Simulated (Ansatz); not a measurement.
The reference is TiB$_{2}$ (space group P6/mmm, No. 191; a = 3.0174 Å, c = 3.1851 Å). Axes: x lies along a and z along c of the hexagonal cell.

Level of theory: PBEsol (Ansatz, a first-principles code), without spin-orbit coupling.

Strains are applied to the cell and any free atomic positions relax; under biaxial strain the out-of-plane vector relaxes too; under stress the whole cell relaxes.

One change was made to it. Results:

```tsv
quantity	base	after
band gap	zero	zero
shortest interatomic distance	1.742 Å	1.742 Å
```

Task: Which change produced these results?
A. strain tensor (xx, yy, zz, yz, xz, xy) = (+0.07, +0.93, +1.71, +0.39, −0.17, +1.40) %
B. biaxial strain +2.84 %, plane normal [001], relaxed out of plane
C. uniaxial stress, 0.5 GPa tension along x

Result: C, uniaxial stress, 0.5 GPa tension along x. For comparison, the shortest interatomic distance in the other runs: biaxial strain +2.84 %, plane normal [001], relaxed out of plane gives 1.792 Å; strain tensor (xx, yy, zz, yz, xz, xy) = (+0.07, +0.93, +1.71, +0.39, −0.17, +1.40) % gives 1.733 Å.

The mesh was chosen for an insulator and is coarse for the gapless case. Without a gap, meshes like the base's 13×13×10 leave anisotropic stresses uncertain by several tenths of a GPa, and small strain energies with them. Stability under load was not tested beyond the relaxation. The final runs are not spin-polarised.
